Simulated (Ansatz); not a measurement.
The starting structures come from a database of crystals and need not be the phases stable at ambient conditions.

 Where the default PAW files enter, the runs use the earlier of Ansatz's two default sets.

Inside the gap of an insulator the Bloch states are evanescent, with a wavenumber k + iκ along the transport direction.

Consider the following.

```
CELL_PARAMETERS angstrom
      5.40589     0.00000     0.00000
     -2.70295     4.68164     0.00000
      0.00000     0.00000     5.20080
ATOMIC_POSITIONS crystal
  Rb 0.33333 0.66667 0.28090
  Rb 0.66667 0.33333 0.71910
  Pt 0.00000 0.00000 0.00000
  C  0.00000 0.00000 0.62206
  C  0.00000 0.00000 0.37794
```

Space group of this cell: P-3m1. The cell is taken as given; by PBEsol its mean pressure is -0.5 GPa.

Transport runs along the normal of the first two printed cell vectors, the (001) plane of the conventional cell.

The gap is the functional's own. No spin-orbit coupling. Mid-gap values are interpolated on the energy grid.

Question: Estimate the band gap and the smallest decay constant κ at mid-gap that PBEsol run with Ansatz (a quantum-chemistry and plane-wave program) returns for this system.

Answer: Gap 1.04 eV on a 6×6×6 mesh; κ = 0.087 1/Å, at (0.500, 0.000) of the in-plane reciprocal vectors. At the zone centre, at the nearest computed energy, the slowest state has κ = 0.12 1/Å.
